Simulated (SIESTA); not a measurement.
Band structure of Lu (P6_3/mmc, 2 atoms in the cell).

```
CELL_PARAMETERS angstrom
      1.75000    -3.03109     0.00000
      1.75000     3.03109     0.00000
      0.00000     0.00000     5.55000
ATOMIC_POSITIONS crystal
  Lu 0.33333 0.66667 0.25000
  Lu 0.66667 0.33333 0.75000
```

Computed with GGA PBE, numerical atomic orbitals DZP, PseudoDojo PBE standard norm-conserving potentials (rewritten from UPF to PSML) (SIESTA).

Settings: XC.functional = GGA; XC.authors = PBE; potentials = PseudoDojo PBE standard; PAO.BasisSize = DZP; PAO.EnergyShift = 0.005 Ry; MeshCutoff = 350 Ry; kgrid.MonkhorstPack = 10 10 6; OccupationFunction = MP; OccupationMPOrder = 0; ElectronicTemperature = 2320.9 K; MaxSCFIterations = 150; SCF.Mixer.Method = Pulay; SCF.Mixer.Weight = 0.1; SCF.Mixer.History = 8.

The starting cell has typed, rounded lattice constants, without a prior relaxation at this level. Spin-orbit coupling is off. Values carry the incompleteness of an atom-centred basis.

Levels in eV from the Fermi level, bands 21 to 26:
```csv
point,21,22,23,24,25,26
Γ,-4.39,-4.39,-4.39,-2.44,0.52,2.26
M,-4.39,-4.39,-2.34,-1.38,-0.84,-0.33
K,-4.39,-4.39,-0.96,-0.96,-0.62,-0.61
A,-4.39,-4.39,-4.39,-4.39,1.18,1.18
L,-4.39,-4.39,-2.10,-2.10,0.08,0.08
H,-4.39,-4.39,-0.56,-0.56,-0.45,-0.45
```

Bands cross the Fermi level along this path, so the cell is metallic at this level.

Higher empty bands are left out: an atom-centred basis made for the valence describes them poorly.
